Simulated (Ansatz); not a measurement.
CdTe (F-43m), Ansatz (a quantum-chemistry and plane-wave program) with PBE with spin-orbit coupling, rigid bands: N_v = 1.75e19 cm⁻³ at 300 K and a hole conductivity mass of 0.547 mₑ.

Q: For 1e17 holes per cm³ at 300 K, place the Fermi level, estimate the Seebeck coefficient of a parabolic band with constant τ, and give mobility and conductivity for τ = 10 fs.

A: The level lies k_BT ln(N_v/p) = 0.134 eV above the valence-band maximum. S ≈ +(k_B/e)[ln(N_v/p) + 5/2] = 660 μV/K, against 660 μV/K from the full bands (mean over directions). μ = eτ/m = 32.2 cm²/(V·s) and σ = peμ = 0.515 S/cm. τ is assumed, not computed.

Band transport and this doping are assumed; polarons and phonon drag are left out. Geometry: cell and atoms relaxed with PBEsol.
